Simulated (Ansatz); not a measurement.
Consider BeTe in the zinc blende structure (space group F-43m, No. 216; a = 5.604 Å). Axes: x, y, z lie along the cube axes.

Level of theory: Ansatz (a quantum-chemistry and plane-wave program) PBEsol, spin-orbit coupling left out.

Modification: tensor shear ε_xy = +0.47 % (engineering shear γ = 0.0094), atoms relaxed at fixed cell.

Question: Predict the stress tensor and what it implies for the stiffness.

Answer: Stress of the strained cell less that of the base (GPa, compression positive):
```
   0.00   -0.48    0.00
  -0.48    0.00    0.00
   0.00    0.00    0.00
```

Then −Δσ/γ with γ = 2ε = 0.0094 gives relaxed-ion elastic constants: C66 ≈ 51 GPa.

Whether these cells are dynamically stable was not tested.
